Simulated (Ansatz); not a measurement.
Abridged Ansatz (an electronic-structure program) output:

```
Pseudopotential: Mg, paw, valence charge 10
Pseudopotential: Pd, paw, valence charge 18
Crystal: 2 atoms, lattice volume = 31.071 Å³
Basis set: ecut = 420 eV, 619 PW (Γ), exchange–correlation on 48×48×48 points (8 copies of the dense FFT grid, shifted against one another)
Bands: 18, of which v1, the nominal top of the filled ones, is band 14 counted from 1 (13 counted from 0)
Symmetry: 48 space group operations
k-points: 120 of 3375
Functional: x = pbesol(κ = 0.804, μ = 0.12345679012345678), c = pbesol(β = 0.046)
SCF iter   1: F=—  HF=-8820.103293 eV  |F-HF|=—  |Δ(HF+E_count)|=         —  Δρ=8.40e-3  dr2=2.24e-2  ethr=1.77e-3  ⟨swp⟩=5.3  Hψ=10369  notcnv=0
SCF iter   2: F=—  HF=-8820.099655 eV  |F-HF|=—  |Δ(HF+E_count)|=   3.64e-3  Δρ=4.13e-3  dr2=6.04e-3  ethr=8.01e-5  ⟨swp⟩=1.3  Hψ=3201  notcnv=0  defer=2
SCF 1 converged in 6 iterations: F = -8820.098371 eV  dr2 = 7.12e-11
SCF converged after 6 iterations
Free energy (F): -8820.098371 eV
Internal energy: -8820.089842 eV  (E = F + TS)
E sigma→0 (E₀):  -8820.094107 eV
Entropy (-TS):   -0.008529 eV (-4.264 meV/atom)
Fermi energy:    13.849377 eV
--- Forces (eV/Å), atoms counted from 1 ---
  atom   1  Mg    -0.00000000    -0.00000000    -0.00000000
  atom   2  Pd     0.00000000    -0.00000000    -0.00000000
--- Stress (GPa, compression-positive) ---
       -0.000084       0.000000       0.000000
       -0.000000      -0.000084       0.000000
        0.000000       0.000000      -0.000084
  P = ⅓ Tr σ = -0.0001 GPa (-0.001 kbar)
```

**Question.** What was computed, and what are the main results?

**Answer.** MgPd, 2 atoms in the cell, with PBEsol, PAW, 420 eV (Ansatz; spin-orbit coupling left out). The last SCF converged to F = -8820.098371 eV, or -4410.0492 eV per atom, at a pressure of 0.00 GPa. The total energy compares only with runs of the same code, potentials and settings.

No phonon test of stability was made. The final runs are not spin-polarised. The cell is MgPd in the CsCl type structure (space group Pm-3m, No. 221).
